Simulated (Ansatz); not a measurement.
Base system: Ge in the diamond structure (space group Fd-3m, No. 227).

```
CELL_PARAMETERS angstrom
      0.00000     2.81109     2.81109
      2.81109     0.00000     2.81109
      2.81109     2.81109     0.00000
ATOMIC_POSITIONS crystal
  Ge 0.00000 0.00000 0.00000
  Ge 0.25000 0.25000 0.25000
```

Cartesian axes are those of the cell as printed.

Computed with LDA (Ansatz, a first-principles code, PAW, no spin-orbit coupling).

Base values:

| Property | Value |
|---|---|
| Pressure | 0.0 GPa |

Modification: the cell is stretched by 2.00 % along z with no lateral relaxation; the atoms relax in the strained cell.

Estimate the effect on the energy relative to the base.

The energy rises by 3.3 meV/atom.

What does the calculation give for the pressure after the change?

The pressure (mean of the normal stresses, compression positive) goes from zero to -1.3 GPa.

No phonon test of stability was made.
